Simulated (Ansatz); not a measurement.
Consider BaF2 in the fluorite structure (space group Fm-3m, No. 225).

```
CELL_PARAMETERS angstrom
      0.00000     3.06872     3.06872
      3.06872     0.00000     3.06872
      3.06872     3.06872     0.00000
ATOMIC_POSITIONS crystal
  Ba 0.00000 0.00000 0.00000
  F  0.25000 0.25000 0.25000
  F  0.75000 0.75000 0.75000
```

The values are results of Ansatz (an electronic-structure program) PBEsol, no spin-orbit coupling, not measurements.

Perturbation: Ca takes the place of Ba on all its sites, then cell and atoms are relaxed.

Measured lattice parameter a: BaF2 6.2001 Å (temperature not stated; as listed in "Second edition. Interscience Publishers, Fluorite structure" Wyckoff, R. W. G. (1963)); CaF2 5.466 Å (temperature not stated; as listed in M. Råsander, M. A. Moram, The Journal of Chemical Physics (2015)).

Problem. How well does PBEsol reproduce the measured shift?

Solution. With PBEsol the lattice parameter a moves by -0.717 Å (6.137 → 5.420) against -0.734 Å measured.

Whether these cells are dynamically stable was not tested.
